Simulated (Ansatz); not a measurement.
# Hypothetical Fm-3m WGe2, pressure series

The parent structure is WGe₂ (space group Fm-3m, No. 225; a = 6.1263 Å; a hypothetical phase, not in the database extracts checked).

Cell and atoms are relaxed at each pressure.

All numbers come from plane-wave PAW DFT at the PBE level (Ansatz, a quantum-chemistry and plane-wave program, 420 eV), no spin-orbit coupling.

Notes on the quantities. enthalpy: H = E + PV relative to the base's energy.

```
case                   enthalpy      density
----------------  -------------  -----------
base                          –   9.51 g/cm³
pressure −2 GPa   -0.24 eV/atom   9.34 g/cm³
pressure −1 GPa   -0.12 eV/atom   9.42 g/cm³
pressure 3 GPa    +0.35 eV/atom   9.74 g/cm³
pressure 7 GPa    +0.81 eV/atom  10.02 g/cm³
pressure 15 GPa   +1.70 eV/atom  10.52 g/cm³
pressure 30 GPa   +3.26 eV/atom  11.31 g/cm³
pressure 50 GPa   +5.20 eV/atom  12.17 g/cm³
pressure 75 GPa   +7.45 eV/atom  13.07 g/cm³
pressure 100 GPa  +9.56 eV/atom  13.83 g/cm³
```

Load acts through the strain it causes; cell and atoms are relaxed under it. No phonon test of stability was made. No other phases were tried under pressure. All final runs are without spin polarisation. WGe2 has a high density of states at the Fermi level and may be magnetic at this level.
